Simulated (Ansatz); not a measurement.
Consider TiAl (space group P4/mmm, No. 123; relaxed with 0.1 eV smearing).

```
CELL_PARAMETERS angstrom
      2.82407     0.00000     0.00000
      0.00000     2.82407     0.00000
      0.00000     0.00000     4.07475
ATOMIC_POSITIONS crystal
  Ti 0.00000 0.00000 0.00000
  Al 0.50000 0.50000 0.50000
```

Cartesian axes are those of the cell as printed.

Level of theory: Kohn–Sham DFT with the PBE functional, run in Ansatz (a quantum-chemistry and plane-wave program) with PAW and 420 eV plane waves, no SOC.

For the base:

The volume per atom is 16.25 Å³.

Now apply this change: biaxial strain −1.50 %, plane normal [001], relaxed out of plane (Cartesian); in-plane vectors clamped, the third vector and the atoms free.

Problem. What does the calculation give for the volume per atom and in-plane stress after the change?

Solution. The volume per atom shrinks by 0.25 Å³ to 16.00 Å³; the mean in-plane stress (compression positive) amounts to +2.7 GPa.

No phonon test of stability was made. The final runs are not spin-polarised.
